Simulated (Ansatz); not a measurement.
```
CELL_PARAMETERS angstrom
      0.00000     3.13240     3.13240
      3.13240     0.00000     3.13240
      3.13240     3.13240     0.00000
ATOMIC_POSITIONS crystal
  Pb 0.00000 0.00000 0.00000
  Se 0.50000 0.50000 0.50000
```

No spin polarisation.

Method: Kohn–Sham DFT with the PBE functional, run in Ansatz (an electronic-structure program) with PAW and 420 eV plane waves, no spin-orbit coupling. Γ-centred 9×9×9 mesh, Fermi–Dirac width 0.05 eV.

Problem. What is the computed band gap?

Solution. 0.50 eV.

Problem. What is the computed hole mass?

Solution. 0.21 mₑ along k, 0.12 mₑ across (at L).

Spin-orbit coupling, missing from the scalar runs, can matter with Pb. Load acts through the strain it causes; cell and atoms are relaxed under it. Masses are band curvatures over ±0.01 Å⁻¹ around the edge. Along k means along the line from Γ to the band edge. Stability against distortions was not tested. The cell was made from PbSe in the rock salt structure (space group Fm-3m, No. 225) by this change: pressure −1 GPa.
